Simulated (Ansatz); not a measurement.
C11b WSi₂ was calculated with PBEsol-D3(BJ) (plane waves, PAW; Ansatz, an electronic-structure program).

Run with plane-wave cutoff 520 eV, 24×24×24 k mesh, Fermi–Dirac smearing 0.05 eV, no spin polarisation, scalar-relativistic PAW data made under PBE.

The volume scan:

```
V (Å³/atom)  E − E_lowest (meV/atom)  P (GPa)
-----------  -----------------------  -------
12.463                         17.28    11.05
12.723                          4.17     5.23
12.982                          0.00     0.01
13.242                          3.86    -4.69
13.502                         14.95    -8.92
```

Q: Estimate the bulk modulus from the pressures at 12.723 and 13.242 Å³/atom, and compare it with a fit to all energies.

A: B = −V dP/dV. Between V = 12.723 and 13.242 Å³/atom, dP/dV = (-4.69 − (5.23))/(13.242 − 12.723) = -19.1 GPa per Å³/atom; at the midpoint 12.983 Å³/atom this gives B ≈ 248 GPa. The third-order Birch–Murnaghan fit gives V0 = 12.983 Å³/atom, B0 = 248 GPa, B′ = 4.3, which lies within 1 % of that estimate.

Shape and atoms are relaxed at each volume.

Spin–orbit coupling is not included.

Static lattice: no zero-point or thermal effects.

The result took around 24 core-minutes (rough).
